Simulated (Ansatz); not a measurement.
The reference is ZrS$_{2}$ in the CdI2 type structure (space group P-3m1, No. 164; a = 3.674 Å, c = 5.860 Å; layered, stacked along the Cartesian z axis). Axes: x lies along a and z along c of the hexagonal cell.

Computed with r2SCAN+rVV10 (Ansatz, a program for electronic structure), without spin-orbit coupling.

Before the change:

The gap character is indirect, K–Γ (87 % along) → L.

Perturbation: tensile biaxial strain of 0.55 % in the plane normal to [001], as in epitaxy on a mismatched substrate; the out-of-plane cell vector and the atoms relax.

Question: How does this affect the gap character?

Answer: The gap character is still indirect, K–Γ (87 % along) → L.

Question: How does this affect the out-of-plane strain?

Answer: The out-of-plane strain is -0.25 %.

Stability against distortions was not tested.
